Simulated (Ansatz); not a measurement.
Functionals compared on N on the 1x1 (111) surface of fcc Cu, one in a 2x2 cell, started at the site 'hollow Cu-Cu-Cu over Cu at depth 4.1 Å', in Ansatz (plane waves, PAW). The structure was relaxed with PBE; the other rows are single points on it, each with its references at the same level. Cutoff 420 eV (500 eV for r2SCAN).

Set-up: 17 atoms, 6.2 Å thick at the start under the adsorbate (thin: gaps and levels are the slab's own); mesh 6x6x1; 0.1 eV smearing; dipole correction on; 8 atoms held, the rest relaxed; start symmetry kept, larger cells not searched; spin-polarised, no spin-orbit, no U, no dispersion correction. The starting moment vanished. At the end it is bonded to 3 Cu. In PBE it is, or lies within 0.03 eV of, the lowest of the starts that converged. These notes are the PBE run's. r2SCAN: The program's check for a lower electronic state was not made. Adsorption energies are against ½ N2(g). A negative adsorption energy means that the adsorbate is more stable on the surface than in its reference.

```json
[
 {"functional": "PBE", "adsorption energy (eV)": "1.47", "work function of the top face (eV)": "5.80", "change of the work function (eV)": "1.03", "magnetic moment of the cell (μB)": "0.00", "rough cost of the single point": "–"},
 {"functional": "RPBE", "adsorption energy (eV)": "?", "work function of the top face (eV)": "?", "change of the work function (eV)": "?", "magnetic moment of the cell (μB)": "0.00", "rough cost of the single point": "roughly 6 core-minutes"},
 {"functional": "r2SCAN", "adsorption energy (eV)": "1.27", "work function of the top face (eV)": "5.91", "change of the work function (eV)": "1.11", "magnetic moment of the cell (μB)": "0.00", "rough cost of the single point": "about 14 core-minutes (a rough figure)"}
]
```

Fill in the missing entries.


- RPBE, adsorption energy (eV): 1.75
- RPBE, work function of the top face (eV): 5.64
- RPBE, change of the work function (eV): 1.04

Ansatz is a quantum-chemistry and plane-wave program.
